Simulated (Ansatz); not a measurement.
The parent structure is ZrSe$_{2}$ in the fluorite structure (space group Fm-3m, No. 225; a hypothetical phase, not in the database extracts checked).

```yaml
crystal:
  lattice:
    - [0.00000, 3.25375, 3.25375]
    - [3.25375, 0.00000, 3.25375]
    - [3.25375, 3.25375, 0.00000]
  atoms:
    - { symbol: Zr, position: [0.00000, 0.00000, 0.00000] }
    - { symbol: Se, position: [0.25000, 0.25000, 0.25000] }
    - { symbol: Se, position: [0.75000, 0.75000, 0.75000] }
```

All numbers come from PBEsol, PAW, 420 eV (Ansatz, a program for electronic structure; scalar-relativistic without spin-orbit coupling).

Base values:

| Item | Result |
|---|---|
| Pressure | 0.0 GPa |

Now apply this change: the cell is scaled by 1.0504 in all directions, atoms relaxed at fixed cell.

Task: What does the calculation give for the pressure and energy relative to the base after the change?

Result: The pressure goes from zero to -10.0 GPa; the energy increases by 129 meV/atom.

The cells carry an imposed strain or load. Stability against distortions was not tested. All final runs are without spin polarisation.
